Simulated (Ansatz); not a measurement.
The starting structures come from a database of crystals and need not be the phases stable at ambient conditions.

 Where the default PAW files enter, the runs use the earlier of Ansatz's two default sets.

Tunnelling through a barrier is set by its complex band structure: the current falls as exp(−2κd) with the smallest κ.

Input:

```xyz
12
Lattice="4.2739 0.0000 0.0000 -1.4915 7.4862 0.0000 0.0000 0.0000 7.4018" Properties=species:S:1:pos:R:3 pbc="T T T"
Ag     2.8076     1.5452     3.7661
Ag    -0.0252     5.9410     3.6357
Ag     2.8575     2.1979     0.0652
Ag    -0.0751     5.2884     7.3366
Ag     2.1684     4.1705     5.1297
Ag     0.6141     3.3157     2.2721
Ag     2.0053     7.0588     1.4288
Ag     0.7772     0.4274     5.9730
S      1.2788     6.4341     5.6501
S      1.5036     1.0521     1.7517
S      2.8948     4.7952     1.9492
S     -0.1124     2.6910     5.4526
```

Space group of this cell: P2_1/c. The cell is strained (lengths across the current scaled by 0.98, ions clamped); by PBEsol its mean pressure is -3.0 GPa.

Transport runs along the normal of the first two printed cell vectors.

No gap correction and no spin-orbit coupling; mid-gap values are interpolated between computed energies.

Question: Compute, with PBEsol (Ansatz, a quantum-chemistry and plane-wave program), the band gap and the smallest decay constant κ at mid-gap.

Answer: Gap 0.94 eV on a 8×4×4 mesh; κ = 0.158 1/Å, at (0.500, 0.500) of the in-plane reciprocal vectors. At the zone centre, at the nearest computed energy, the slowest state has κ = 0.19 1/Å.
